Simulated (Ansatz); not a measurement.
Model: Si(111) 1x1 surface, 6 top atoms, 3 bilayers, bottom bilayer H-capped and fixed, every top atom capped by H; cell 11.5 x 6.6 Å; one H replaced by OH; about 7 Å thick over the host's atoms, 18 atoms held. Method: PBE-D3(BJ) (plane waves to 420 eV, PAW; Ansatz, a program for electronic structure). Sampling: 1x2x1 k points. The slab states were run without spin polarisation. Results hold for this slab, coverage and mesh. No zero-point or entropy terms are included. Each state was relaxed from one prepared geometry.

One HCl a cell is brought to Si(111):H with one OH. Relaxed result near the molecule:

```
atom    x (Å)   y (Å)   z (Å)
------  -----  ------  ------
Si(17)  5.745   3.350   9.486
H(45)   7.662  -0.013  11.008
H(46)   9.577   3.364  11.018
O(47)   5.709   3.313  11.192
H(48)   5.460   4.151  11.616
Cl(a0)  7.646   1.980  13.178
H(a1)   6.815   2.517  12.303
```

Question: What is the adsorption energy against the free HCl and the slab before, and how much of it is dispersion?

Answer: -0.34 eV (negative: bound); the D3 term gives -0.15 eV of it. Its closest contacts to the rest of the cell: H(a1)...O(47) 1.76 Å, H(a1)...H(48) 2.23 Å, Cl(a0)...H(45) 2.95 Å.
